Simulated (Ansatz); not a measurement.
**A computed series for CdSe: element substitutions**

Start from CdSe in the zinc blende structure (space group F-43m, No. 216).

```xyz
2
Lattice="0.0000 3.0410 3.0410 3.0410 0.0000 3.0410 3.0410 3.0410 0.0000" Properties=species:S:1:pos:R:3 pbc="T T T"
Se     4.5615     4.5615     4.5615
Cd     0.0000     0.0000     0.0000
```

Each row replaces one element on all its sites; cell and atoms are relaxed.

Levels (all Ansatz, a program for electronic structure, PAW, earlier PAW set): PBEsol (420 eV, spin-orbit coupling left out); r2SCAN (500 eV, scalar-relativistic without spin-orbit coupling); PBEsol+SOC (420 eV, noncollinear with spin-orbit coupling).

Band gaps by level, all at the geometries relaxed with PBEsol:

```json
[
 {"case": "base", "PBEsol": "0.48 eV", "r2SCAN": "1.09 eV", "PBEsol+SOC": "0.36 eV"},
 {"case": "Se → Pt", "PBEsol": "zero", "r2SCAN": "zero", "PBEsol+SOC": "zero"},
 {"case": "Cd → In", "PBEsol": "zero", "r2SCAN": "zero", "PBEsol+SOC": "zero"},
 {"case": "Se → Te", "PBEsol": "0.65 eV", "r2SCAN": "1.26 eV", "PBEsol+SOC": "0.38 eV"}
]
```

Single points use the geometry relaxed with PBEsol. The spin-orbit shifts are approximate. Spin-orbit coupling, missing from the scalar runs, can matter with Pt and Te. Stability against distortions was not tested. As relaxed here, CdPt and InSe are hypothetical phases, not in the database extracts checked. The runs without spin-orbit coupling are not spin-polarised. An odd electron count without spin: InSe.
